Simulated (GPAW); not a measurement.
# A series of runs on BaMg6Cd (Amm2, 8 atoms in the cell)

```
CELL_PARAMETERS angstrom
      5.09948     0.00000     0.00000
      0.00000     3.38383     5.97648
      0.00000    -3.38383     5.97648
ATOMIC_POSITIONS crystal
  Ba 0.50000 0.16912 0.16912
  Mg 0.50000 0.66109 0.18067
  Mg 0.50000 0.18067 0.66109
  Mg 0.00000 0.80172 0.35028
  Mg 0.00000 0.35028 0.80172
  Mg 0.00000 0.34953 0.34953
  Mg 0.00000 0.83091 0.83091
  Cd 0.50000 0.65667 0.65667
```

Base run A: GPAW 25.7.0 with PBEsol, GPAW PAW datasets PBEsol (made by gpaw-setup), self-consistent single point.

Its settings: mode = pw; ecut = 800 eV; xc = PBEsol; kpts = 3 3 3; mesh shift (steps) = 0.5 0.5 0.5; occupations.name = methfessel-paxton; occupations.width = 0.1 eV; occupations.order = 1; nbands = -16; convergence.forces = 0.001 eV/Å; symmetry.symmorphic = false; symmetry.tolerance = 0.0005; maxiter = 120.

The starting cell comes from a database of computed structures (which also holds hypothetical and non-ambient phases and stackings), without a prior relaxation at this level. Its lattice was rescaled by a random factor within 2.5 % of one. Without a gap this mesh is coarse (it stands for a supercell whose shortest vector is 15 Å).

Runs:
- B: xc: PBEsol → LDA; potentials: GPAW PAW datasets LDA (gpaw-data 1.0.1) [LDA (Perdew-Wang 92)]
- C: xc: PBEsol → RPBE; potentials: GPAW PAW datasets RPBE (gpaw-data 1.0.1) [RPBE]
- D: xc: PBEsol → revPBE; potentials: GPAW PAW datasets revPBE (gpaw-data 1.0.1) [revPBE]
- E: xc: PBEsol → BLYP; potentials: GPAW PAW datasets BLYP (made by gpaw-setup) [BLYP]
- F: xc: PBEsol → PW91; potentials: GPAW PAW datasets PW91 (made by gpaw-setup) [PW91]
- G: xc: PBEsol → vdW-DF2 (libvdwxc); potentials: GPAW PAW datasets PBE (gpaw-data 1.0.1) [vdW-DF2]
- H: xc: PBEsol → vdW-DF-cx (libvdwxc); potentials: GPAW PAW datasets PBE (gpaw-data 1.0.1) [vdW-DF-cx]

```
run  pressure (GPa)  largest force (eV/Å)
---  --------------  --------------------
A              0.77                 0.166
B        (withheld)                 0.165
C              3.17                 0.154
D              2.91                 0.153
E        (withheld)                 0.103
F              1.92                 0.148
G              3.52                 0.113
H        (withheld)                 0.205
```

Complete the blanks.


- B, pressure (GPa): -0.53
- E, pressure (GPa): 3.43
- H, pressure (GPa): 1.64
